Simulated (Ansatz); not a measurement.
The starting structures come from a database of crystals and need not be the phases stable at ambient conditions.

By PBEsol, the system below comes out a metal.

Without scattering a metal conducts by its projected Fermi surface.

Consider the following.

```
CELL_PARAMETERS angstrom
      2.51030     0.00000     0.00000
     -0.94069     2.32738     0.00000
      0.78481     1.16369     2.08123
ATOMIC_POSITIONS crystal
  Cu 0.00000 0.00000 0.00000
```

Space group of this cell: I4/mmm. The cell is strained (all lengths scaled by 1.02); by PBEsol its mean pressure is -9.5 GPa.

The current flows along the normal of the first two printed cell vectors, the (110) plane of the conventional cell. No spin-orbit coupling; the value is a mean over 0.1 eV about the Fermi level.

Q: State the ballistic conductance per area according to PBEsol (Ansatz, a first-principles code).

A: 1.1 × 10¹⁵ S/m² for both spins.
